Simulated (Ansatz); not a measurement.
The structure below was relaxed with Ansatz (a quantum-chemistry and plane-wave program), PBE, PAW, cutoff 420 eV, scalar-relativistic without spin-orbit coupling, earlier PAW set, at pressure 3 GPa.

Space group Fm-3m (No. 225); a = b = c = 5.1695 Å, α = β = γ = 90.00°

| atom | site | symmetry | x | y | z |
|---|---|---|---|---|---|
| Ge | 4a | m-3m | 0.0000 | 0.0000 | 0.0000 |
| Pd | 4b | m-3m | 0.5000 | 0.5000 | 0.5000 |

Problem. Write out a cell with all atoms.

Solution. 
```
PdGe
1.0
    5.16953     0.00000     0.00000
    0.00000     5.16953     0.00000
    0.00000     0.00000     5.16953
Ge Pd
4 4
Direct
  0.00000   0.00000   0.00000
  0.00000   0.50000   0.50000
  0.50000   0.00000   0.50000
  0.50000   0.50000   0.00000
  0.50000   0.00000   0.00000
  0.50000   0.50000   0.50000
  0.00000   0.00000   0.50000
  0.00000   0.50000   0.00000
```
This is the conventional cell.

Load acts through the strain it causes; cell and atoms are relaxed under it. No phonon test of stability was made. The final runs are not spin-polarised. The cell was made from PdGe in the rock salt structure (space group Fm-3m, No. 225; a hypothetical phase, not in the database extracts checked) by this change: pressure 3 GPa.
